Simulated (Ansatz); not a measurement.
System: TaW3 (Fm-3m, No. 225, 4 atoms in the cell; start mp-979289). Method: PBEsol (Ansatz, a first-principles code, plane waves, PAW).

Numerical settings: plane-wave cutoff 520 eV, 16×16×16 k mesh, Fermi–Dirac smearing 0.05 eV, no spin polarisation, scalar-relativistic PAW data made under PBE.

Cell (relaxed at this level):

Space group Fm-3m (No. 225); a = b = c = 6.358 Å, α = β = γ = 90.00°

```
atom  site  symmetry       x       y       z
----  ----  --------  ------  ------  ------
Ta      4a      m-3m  0.0000  0.0000  0.0000
W       8c      -43m  0.2500  0.2500  0.2500
W       4b      m-3m  0.5000  0.5000  0.5000
```
(The calculation used a cell of 4 atoms; values per cell refer to that cell.)

Task: What does this level give for the bulk modulus B0?

Result: 
- bulk modulus B0 = 295 GPa

Note: the run has no spin polarisation, so it can have missed a magnetic state; the bulk modulus is −V dP/dV from two relaxed cells at ±2 % in volume; the relaxation could not lower the start's symmetry, so the cell can be a saddle point above a distorted one.

Spin–orbit coupling is not included.

Static lattice: no zero-point or thermal effects.

It cost roughly 2.1 core-minutes of CPU time.

A start named mp-… is a Materials Project structure, which need not be a measured phase.
